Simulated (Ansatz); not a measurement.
Output of an Ansatz run (abridged):

```
WARN ansatz: RAYON_NUM_THREADS=1 ignored (pool sized by the plan → 1); use --threads N
Pseudopotentials: kind: paw
Pseudopotential: Ba, paw, valence charge 10
Pseudopotential: Cu, paw, valence charge 19
Pseudopotential: Te, paw, valence charge 16
Pseudopotential: F, paw, valence charge 7
Crystal: 8 atoms, lattice volume = 185.736 Å³
Basis set: ecut = 420.4159175005146 eV, 3655 PW (Γ)
Bands: 63, of which v1, the nominal top of the filled ones, is band 52 counted from 1 (51 counted from 0)
Symmetry: 16 space group operations
Space group: P4/nmm (ITA 129), of the structure as read, at distance tolerance 5.7e-5 Å
k-points: 20 of 108
PAW frozen core: Ba, regenerated for the run's functional, and the local potential with it
PAW frozen core: Cu, regenerated for the run's functional, and the local potential with it
PAW frozen core: Te, regenerated for the run's functional, and the local potential with it
PAW frozen core: F, regenerated for the run's functional, and the local potential with it
Initial density: superposition of atomic densities (neutral atoms: chi_scale 0, normalization atom), corrected by the library's trained network
Initial wavefunctions: pseudopotential atomic-orbital guess
Eigensolver: davidson
Functional: x = slater, c = lda
SCF iter   1: F=—  HF=-39922.426625 eV  |F-HF|=—  |Δ(HF+E_count)|=         —  Δρ=1.28e-2  dr2=1.98e-1  ethr=1.77e-3  ⟨swp⟩=7.6  Hψ=6194  notcnv=0  defer=4
all-band conjugate gradients solve this SCF's bands
preconditioner: auto → Resta (q_TF=auto, 2.477 Å⁻¹)
SCF iter   2: F=—  HF=-39922.390624 eV  |F-HF|=—  |Δ(HF+E_count)|=   3.60e-2  Δρ=6.81e-3  dr2=5.91e-2  ethr=1.90e-4  ⟨swp⟩=2.8  Hψ=2412  notcnv=0  defer=114
SCF iter   3: F=—  HF=-39922.378038 eV  |F-HF|=—  |Δ(HF+E_count)|=   1.26e-2  Δρ=3.82e-3  dr2=1.33e-2  ethr=5.68e-5  ⟨swp⟩=2.5  Hψ=2312  notcnv=0  defer=114
SCF iter   4: F=—  HF=-39922.375787 eV  |F-HF|=—  |Δ(HF+E_count)|=   2.25e-3  Δρ=1.37e-3  dr2=2.22e-3  ethr=1.28e-5  ⟨swp⟩=2.0  Hψ=2443  notcnv=0  defer=114
SCF iter   5: F=—  HF=-39922.375540 eV  |F-HF|=—  |Δ(HF+E_count)|=   2.47e-4  Δρ=3.90e-4  dr2=2.19e-4  ethr=2.14e-6  ⟨swp⟩=2.0  Hψ=2255  notcnv=0  defer=114
SCF iter   6: F=—  HF=-39922.375553 eV  |F-HF|=—  |Δ(HF+E_count)|=   1.38e-5  Δρ=8.61e-5  dr2=1.39e-5  ethr=2.10e-7  ⟨swp⟩=2.1  Hψ=1685  notcnv=0  defer=112
SCF iter   7: F=—  HF=-39922.375549 eV  |F-HF|=—  |Δ(HF+E_count)|=   4.50e-6  Δρ=1.14e-5  dr2=4.23e-7  ethr=1.33e-8  ⟨swp⟩=2.0  Hψ=1962  notcnv=0  defer=112
SCF iter   8: F=—  HF=-39922.375549 eV  |F-HF|=—  |Δ(HF+E_count)|=   3.67e-8  Δρ=9.34e-6  dr2=1.45e-7  ethr=9.62e-11  ⟨swp⟩=13.0  Hψ=7705  notcnv=0
SCF iter   9: F=-39922.375549 eV  HF=-39922.375549 eV  |F-HF|=6.93e-9  |Δ(HF+E_count)|=   2.51e-8  Δρ=2.97e-6  dr2=1.18e-8  ethr=9.62e-11  ⟨swp⟩=4.2  Hψ=4561  notcnv=0
SCF 1 converged in 9 iterations: F = -39922.375549 eV  dr2 = 1.18e-8
SCF converged after 9 iterations
Free energy (F): -39922.375549 eV
Harris-Foulkes:  -39922.375549 eV  (|F-HF|=6.93e-9)
Internal energy: -39922.375549 eV  (E = F + TS)
E sigma→0 (E₀):  -39922.375549 eV
Fermi energy:    10.102327 eV
--- Per-component energies (eV) ---
  E_band       = -1549.163668
  E_kinetic    = 1714.184957
  E_local      = -18634.415346  (includes V_loc(G=0)·N_el)
  E_nonlocal   = 470.761584
  E_hartree    = 8865.012864
  E_xc         = -915.090236
  E_vxc        = -913.824562  (∫ρ·V_xc dr)
  E_paw        = -22716.040238  (= ΣΔE_a)
  E_vpaw       = -1915.884471  (= ΣTr[D̂ρ^β])
  E_aug_tail   = 0.003992  (compensation charges beyond the density's cutoff)
  E_ewald      = -8709.841303
  E_core_change = 3.048177  (= ΣΔE_core)
  E_smearing   = -0.000000  (= −TS)
  E_closure    = 0.000000  (closes the sum)
  Σ components = -39922.375549   (vs F -39922.375549, Δ=0.00e0)
--- Forces (eV/Å), atoms counted from 1 ---
  atom   1  Ba     0.00000000     0.00000000    -0.33931033
  atom   2  Ba     0.00000000     0.00000000     0.33931033
  atom   3  Cu     0.00000000     0.00000000    -0.00000000
  atom   4  Cu     0.00000000     0.00000000    -0.00000000
  atom   5  Te     0.00000000     0.00000000     0.28827962
  atom   6  Te     0.00000000     0.00000000    -0.28827962
  atom   7  F      0.00000000     0.00000000     0.00000000
  atom   8  F      0.00000000     0.00000000     0.00000000
  max |Σ_I F_I| component: 4.86e-17 eV/Å
--- Stress (GPa, compression-positive) ---
       -5.132553       0.000000       0.000000
        0.000000      -5.132553       0.000000
        0.000000       0.000000      -4.778331
  P = ⅓ Tr σ = -5.0145 GPa (-50.145 kbar)
  The stress holds the Pulay correction. Without it, at fixed plane waves, as pw.x and ABINIT print it: P = -5.2209 GPa
--- Band table (eV; the first three rows and the last of 20) ---
  k-point 0: bands = ["-101.4867", "-101.4863", "-59.3432", "-59.3425", "-59.3232", "-59.3232", "-59.3190", "-59.3190", "-26.8221", "-26.8215", "-26.8185", "-26.8179", "-26.8177", "-26.8177", "-26.8168", "-26.8168", "-26.8052", "-26.8049", [...]
  k-point 1: bands = ["-101.4867", "-101.4863", "-59.3432", "-59.3426", "-59.3232", "-59.3232", "-59.3190", "-59.3190", "-26.8221", "-26.8215", "-26.8185", "-26.8179", "-26.8177", "-26.8177", "-26.8168", "-26.8168", "-26.8052", "-26.8049", [...]
  k-point 2: bands = ["-101.4866", "-101.4863", "-59.3432", "-59.3426", "-59.3229", "-59.3229", "-59.3193", "-59.3193", "-26.8218", "-26.8213", "-26.8185", "-26.8181", "-26.8177", "-26.8176", "-26.8169", "-26.8168", "-26.8051", "-26.8048", [...]
  k-point 19: bands = ["-101.4865", "-101.4865", "-59.3429", "-59.3429", "-59.3235", "-59.3235", "-59.3187", "-59.3187", "-26.8200", "-26.8200", "-26.8187", "-26.8187", "-26.8183", "-26.8183", "-26.8169", "-26.8169", "-26.8044", "-26.8044", [...]
```

The structure:

```xyz
8
Lattice="4.4266 0.0000 0.0000 0.0000 4.4266 0.0000 0.0000 0.0000 9.4790" Properties=species:S:1:pos:R:3 pbc="T T T"
Ba     0.0000     2.2133     6.2451
Ba     2.2133     0.0000     3.2340
Cu     0.0000     0.0000     0.0000
Cu     2.2133     2.2133     0.0000
Te     2.2133     0.0000     7.9707
Te     0.0000     2.2133     1.5083
F      2.2133     2.2133     4.7395
F      0.0000     0.0000     4.7395
```

**Question.** Write an input that gives this output.

**Answer.** Other spellings and defaults could give the same log, and not every line can be read from it. The input that was run (DFT, LDA (PW92), plane waves, default PAW files made with PBE):

Ansatz 0.2 input:
```yaml
crystal:
  lattice:
    - [4.426566, 0.000000, 0.000000]
    - [0.000000, 4.426566, 0.000000]
    - [0.000000, 0.000000, 9.479017]
  atoms:
    - { symbol: Ba, position: [0.000000, 0.500000, 0.658830] }
    - { symbol: Ba, position: [0.500000, 0.000000, 0.341170] }
    - { symbol: Cu, position: [0.000000, 0.000000, 0.000000] }
    - { symbol: Cu, position: [0.500000, 0.500000, 0.000000] }
    - { symbol: Te, position: [0.500000, 0.000000, 0.840880] }
    - { symbol: Te, position: [0.000000, 0.500000, 0.159120] }
    - { symbol: F, position: [0.500000, 0.500000, 0.500000] }
    - { symbol: F, position: [0.000000, 0.000000, 0.500000] }
basis:
  ecutwfc: 30.9 Ry
kpoints:
  mp_grid: { grid: [6, 6, 3] }
hamiltonian:
  xc: lda
  pseudopotentials: { kind: paw }
scf:
  occupations: { method: fermi_dirac, width: 0.0007 Ry }
output:
  forces: true
  eigenvalues: true
  stress: true
```

The starting cell comes from a database of computed structures (which also holds hypothetical and non-ambient phases and stackings), without a prior relaxation at this level. Its lattice was rescaled by up to half a per cent. Spin-orbit coupling is off. With a pressure of about -5 GPa the cell is away from its equilibrium volume at this level. Ansatz's pressure includes its estimate of the finite-basis (Pulay) stress.

Ansatz is a quantum-chemistry and plane-wave program.
